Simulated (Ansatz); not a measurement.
NaF: energy against strain

NaF (rock salt, Fm-3m, 12.399 Å³/atom at rest) under an equal strain ε in the (111) plane with the normal axis free, as in a coherent film. PBEsol in Ansatz, a plane-wave DFT program (PAW, default set), 420 eV, 12×12×12 Γ-centred mesh, Fermi-Dirac smearing 0.05 eV; ions are relaxed within the symmetry of each cell.

Here s stands for strain and y for E less E0.

```csv
strain (%),E less E0 (meV/atom)
-1.25,1.18
-0.83,0.52
-0.42,0.14
0.00,0.00
0.42,0.14
0.83,0.51
1.25,1.10
2.50,?
```

Q: Fit y against s with a parabola, and predict the withheld value at s = 2.50.

A: Least squares gives y = 0.010 - 0.0223·s + 0.7249·s². Residuals (row less fit): 0.009, -0.008, -0.007, -0.010, 0.011, 0.019, -0.015; standard error 0.016 (degrees of freedom: 4). Twice the quadratic coefficient over the volume, 2 × 0.7249 meV × 10⁴ × 0.1602 / 12.399 Å³, is twice the biaxial elastic modulus of this plane = 187 ± 3 GPa. At the withheld row, y = 0.010 - 0.0223 × 2.50 + 0.7249 × 2.50² = 4.485 meV/atom. The calculation gives 4.30 meV/atom, 0.185 meV/atom below the prediction (4.3 % of the range of y in the table). The row lies outside the fitted rows, so this is an extrapolation. From the scatter of the fitted rows alone, a prediction at this place has a standard error of 0.061 meV/atom, so the miss is 3.0 times that.

One order more, fitted to all 13 runs of the series, follows each within 0.01, so the miss is the next term of a smooth law. Rows are the converged runs of the series near zero and its far end; series whose fitted rows scatter by over a few per cent of the range, as at a crossing or softening among them, aren't shown in this form. Most that stay on the fit to the last digits aren't either.
